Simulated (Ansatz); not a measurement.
Convergence study of the plane-wave cutoff for InAs (R3m, 2 atoms in the cell)

```
CELL_PARAMETERS angstrom
      0.00000     3.02091     3.02091
      3.02091     0.00000     3.02091
      3.02091     3.02091     0.00000
ATOMIC_POSITIONS crystal
  In 0.00478 0.00478 0.00478
  As 0.25000 0.25000 0.25000
```

Method of the run: LDA (PW92), PAW files made with PBE (plane waves; Ansatz, a quantum-chemistry and plane-wave program).

Base settings: basis.ecutwfc = 420 eV; kpoints.mp_grid.grid = 7 7 7; hamiltonian.xc = lda; hamiltonian.pseudopotentials = {kind: paw} (the program's default PAW files); scf.occupations.method = fermi_dirac; scf.occupations.width = 0.05 eV.

The second cell is the first with its lattice scaled by 0.98.

The mesh stays at the base's, so the ladder's end is converged at best in this setting alone.

The first pressure column holds Ansatz's estimate of the finite-basis (Pulay) stress, which hides part of the cutoff error; the other is without it.

Only quantities that move along the ladder and can be compared are tabulated.

The count of work is k-points × plane waves × bands × iterations; it is no time. 

The starting cell has typed, rounded lattice constants, without a prior relaxation at this level. Its lattice was rescaled by up to half a per cent. One atom was moved a little off its site on purpose. The run gives no clean gap (levels at the Fermi energy touch, overlap or are partly filled at this smearing), which alone does not show that the compound is a metal.

| basis.ecutwfc | free energy less the last step's (meV/atom) | energy of the compressed cell less the first (meV/atom) | pressure (GPa) | pressure without the Pulay estimate (GPa) | largest difference of a force vector from the last step's (eV/Å) | count of work / last |
|---|---|---|---|---|---|---|
| 145 eV | 35178.50 | 45.32 | 2.30 | -674.52 | 0.458 | 0.065 |
| 170 eV | 15028.58 | -97.71 | -2.64 | -343.77 | 0.226 | 0.081 |
| 190 eV | 7324.56 | 110.21 | -1.35 | -197.60 | 0.103 | 0.094 |
| 210 eV | 3474.40 | 13.69 | 1.61 | -111.87 | 0.025 | 0.096 |
| 230 eV | 1518.41 | 16.42 | -0.44 | -58.48 | 0.072 | 0.10 |
| 250 eV | 625.57 | 9.04 | -0.85 | -28.35 | 0.009 | 0.13 |
| 295 eV | 67.88 | 17.78 | -0.27 | -4.42 | 0.007 | 0.15 |
| 335 eV | 7.52 | 15.97 | -0.35 | -0.85 | 0.001 | 0.19 |
| 380 eV | 1.81 | 15.59 | -0.38 | -0.42 | 0.000 | 0.23 |
| 420 eV | 1.03 | 15.59 | -0.38 | -0.40 | 0.000 | 0.27 |
| 460 eV | 0.65 | 15.59 | -0.38 | -0.39 | 0.000 | 0.31 |
| 505 eV | 0.49 | 15.59 | -0.38 | -0.39 | 0.000 | 0.35 |
| 565 eV | 0.29 | 15.59 | -0.38 | -0.39 | 0.000 | 0.42 |
| 630 eV | 0.10 | 15.59 | -0.38 | -0.39 | 0.000 | 0.50 |
| 735 eV | 0.03 | 15.59 | -0.38 | -0.38 | 0.000 | 0.61 |
| 840 eV | 0.02 | 15.59 | -0.38 | -0.38 | 0.000 | 0.76 |
| 1010 eV | 0.00 | 15.59 | -0.38 | -0.38 | 0.000 | 1.0 |

Coarsest basis.ecutwfc that holds the free energy within 2 meV/atom of the last step, with all finer ones: 380 eV, at 0.23 of the last step's count of work; the step before is off by 7.5 meV/atom.

Coarsest basis.ecutwfc that holds the energy of the compressed cell less the first within 0.2 meV/atom of the last step, with all finer ones: 380 eV, at 0.23 of the last step's count of work; the step before is off by 0.39 meV/atom.

Coarsest basis.ecutwfc that holds the forces within 0.005 eV/Å of the last step, with all finer ones: 335 eV, at 0.19 of the last step's count of work; the step before is off by 0.007 eV/Å.

The energy difference between the two cells stays within 1 meV/atom of the last step's from 335 eV on, the total only from 460 eV on: much of the error is common to both cells and cancels.

At the lowest cutoff the pressure without the Pulay estimate lies 674 GPa under the last step's, the usual sign of Pulay stress in an incomplete plane-wave basis.

Keys are those of Ansatz 0.2.
